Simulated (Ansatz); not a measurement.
Partial pair distribution functions of a relaxed model of amorphous Zr₂₀O₄₁Be, broadened by 0.06 Å; density 5.24 g/cm³. Method: PBE, scalar-relativistic without spin-orbit coupling (plane waves to 420 eV, PAW; Ansatz, a quantum-chemistry and plane-wave program).

The cell was made by melting and quenching with the CHGNet potential and then relaxed with DFT. O atoms were pushed apart under 1.9 Å during the dynamics, to hinder bonds among them. The hot cell started wider than the set density and was brought back towards it in steps. It is the lowest in DFT energy of 2 quenches. It is a model cell: composition and starting density were chosen by hand, and all elements were melted together. No dispersion term was used. Its density started from a set value of 5.24 and ended at 5.24 g/cm³. Cooling (nominally 450 K/ps over its main leg) ran many orders faster than in experiment, which tends to leave more defects and strain. One small periodic cell is one sample of the glass; other quenches scatter about these values. The volume was held where the preparation left it and the shape relaxed, at a PBE pressure of 2.3 GPa. Stress components on the final sampling reach 2.3 GPa.

```json
[
 {"r (Å)": "1.30", "g Zr-O": "0.00", "g O-Be": "0.02", "g Zr-Zr": "0.00", "g O-O": "0.00"},
 {"r (Å)": "1.40", "g Zr-O": "0.00", "g O-Be": "1.20", "g Zr-Zr": "0.00", "g O-O": "0.00"},
 {"r (Å)": "1.50", "g Zr-O": "0.00", "g O-Be": "6.53", "g Zr-Zr": "0.00", "g O-O": "0.00"},
 {"r (Å)": "1.60", "g Zr-O": "0.00", "g O-Be": "7.00", "g Zr-Zr": "0.00", "g O-O": "0.00"},
 {"r (Å)": "1.70", "g Zr-O": "0.00", "g O-Be": "7.39", "g Zr-Zr": "0.00", "g O-O": "0.00"},
 {"r (Å)": "1.80", "g Zr-O": "0.02", "g O-Be": "1.51", "g Zr-Zr": "0.00", "g O-O": "0.00"},
 {"r (Å)": "1.90", "g Zr-O": "0.68", "g O-Be": "0.02", "g Zr-Zr": "0.00", "g O-O": "0.00"},
 {"r (Å)": "2.00", "g Zr-O": "4.06", "g O-Be": "0.00", "g Zr-Zr": "0.00", "g O-O": "0.00"},
 {"r (Å)": "2.10", "g Zr-O": "7.25", "g O-Be": "0.00", "g Zr-Zr": "0.00", "g O-O": "0.00"},
 {"r (Å)": "2.20", "g Zr-O": "5.79", "g O-Be": "0.00", "g Zr-Zr": "0.00", "g O-O": "0.03"},
 {"r (Å)": "2.30", "g Zr-O": "2.67", "g O-Be": "0.00", "g Zr-Zr": "0.00", "g O-O": "0.12"},
 {"r (Å)": "2.40", "g Zr-O": "0.79", "g O-Be": "0.00", "g Zr-Zr": "0.00", "g O-O": "0.44"},
 {"r (Å)": "2.50", "g Zr-O": "0.20", "g O-Be": "0.00", "g Zr-Zr": "0.00", "g O-O": "1.85"},
 {"r (Å)": "2.60", "g Zr-O": "0.02", "g O-Be": "0.00", "g Zr-Zr": "0.00", "g O-O": "2.47"},
 {"r (Å)": "2.70", "g Zr-O": "0.08", "g O-Be": "0.00", "g Zr-Zr": "0.00", "g O-O": "2.35"},
 {"r (Å)": "2.80", "g Zr-O": "0.17", "g O-Be": "0.00", "g Zr-Zr": "0.00", "g O-O": "2.38"},
 {"r (Å)": "2.90", "g Zr-O": "0.31", "g O-Be": "0.08", "g Zr-Zr": "0.00", "g O-O": "1.68"},
 {"r (Å)": "3.00", "g Zr-O": "0.29", "g O-Be": "1.41", "g Zr-Zr": "0.08", "g O-O": "1.73"},
 {"r (Å)": "3.10", "g Zr-O": "0.13", "g O-Be": "2.59", "g Zr-Zr": "0.56", "g O-O": "1.55"},
 {"r (Å)": "3.20", "g Zr-O": "0.23", "g O-Be": "0.76", "g Zr-Zr": "1.47", "g O-O": "1.29"},
 {"r (Å)": "3.30", "g Zr-O": "0.24", "g O-Be": "0.87", "g Zr-Zr": "3.12", "g O-O": "1.12"},
 {"r (Å)": "3.40", "g Zr-O": "0.38", "g O-Be": "1.56", "g Zr-Zr": "3.45", "g O-O": "0.86"},
 {"r (Å)": "3.50", "g Zr-O": "0.56", "g O-Be": "0.88", "g Zr-Zr": "3.28", "g O-O": "0.88"},
 {"r (Å)": "3.60", "g Zr-O": "0.72", "g O-Be": "0.84", "g Zr-Zr": "2.81", "g O-O": "0.73"},
 {"r (Å)": "3.70", "g Zr-O": "0.82", "g O-Be": "1.10", "g Zr-Zr": "2.06", "g O-O": "0.73"},
 {"r (Å)": "3.80", "g Zr-O": "0.89", "g O-Be": "1.35", "g Zr-Zr": "1.44", "g O-O": "0.87"},
 {"r (Å)": "3.90", "g Zr-O": "1.15", "g O-Be": "0.58", "g Zr-Zr": "1.23", "g O-O": "0.70"},
 {"r (Å)": "4.00", "g Zr-O": "1.23", "g O-Be": "1.03", "g Zr-Zr": "1.24", "g O-O": "0.76"},
 {"r (Å)": "4.10", "g Zr-O": "1.27", "g O-Be": "1.42", "g Zr-Zr": "0.93", "g O-O": "0.97"},
 {"r (Å)": "4.20", "g Zr-O": "1.17", "g O-Be": "1.51", "g Zr-Zr": "0.76", "g O-O": "0.87"},
 {"r (Å)": "4.30", "g Zr-O": "1.30", "g O-Be": "1.85", "g Zr-Zr": "0.82", "g O-O": "0.74"},
 {"r (Å)": "4.40", "g Zr-O": "1.23", "g O-Be": "1.67", "g Zr-Zr": "0.78", "g O-O": "0.69"}
]
```

Within 2.58 Å each Zr has 6.45 O neighbours on average.
